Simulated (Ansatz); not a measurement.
The starting structures come from a database of crystals and need not be the phases stable at ambient conditions.

 Where the default PAW files enter, the runs use the earlier of Ansatz's two default sets.

Tunnelling through a barrier is set by its complex band structure: the current falls as exp(−2κd) with the smallest κ.

Consider the following.

```yaml
crystal:
  lattice:
    - [5.01477, 0.00000, 0.00000]
    - [-2.50739, 4.34292, 0.00000]
    - [0.00000, 0.00000, 8.57053]
  atoms:
    - { symbol: K, position: [0.00000, 0.00000, 0.99806] }
    - { symbol: K, position: [0.00000, 0.00000, 0.49806] }
    - { symbol: Li, position: [0.33333, 0.66667, 0.80268] }
    - { symbol: Li, position: [0.66667, 0.33333, 0.30268] }
    - { symbol: Be, position: [0.66667, 0.33333, 0.69569] }
    - { symbol: Be, position: [0.33333, 0.66667, 0.19569] }
    - { symbol: F, position: [0.96108, 0.62658, 0.75168] }
    - { symbol: F, position: [0.33450, 0.96108, 0.25168] }
    - { symbol: F, position: [0.37342, 0.33450, 0.75168] }
    - { symbol: F, position: [0.03892, 0.37342, 0.25168] }
    - { symbol: F, position: [0.66550, 0.03892, 0.75168] }
    - { symbol: F, position: [0.62658, 0.66550, 0.25168] }
    - { symbol: F, position: [0.66667, 0.33333, 0.51454] }
    - { symbol: F, position: [0.33333, 0.66667, 0.01454] }
```

Space group of this cell: P6_3. The cell is taken as given.

Transport runs along the normal of the first two printed cell vectors, the (001) plane of the conventional cell.

The gap is the functional's own, uncorrected, and κ follows it; spin-orbit coupling is left out. Mid-gap values are interpolated between the computed energies.

Problem. Predict the band gap and the smallest decay constant κ at mid-gap from r2SCAN (Ansatz, a program for electronic structure).

Solution. Gap 7.83 eV on a 12×12×4 mesh; κ = 0.635 1/Å, at the zone centre.
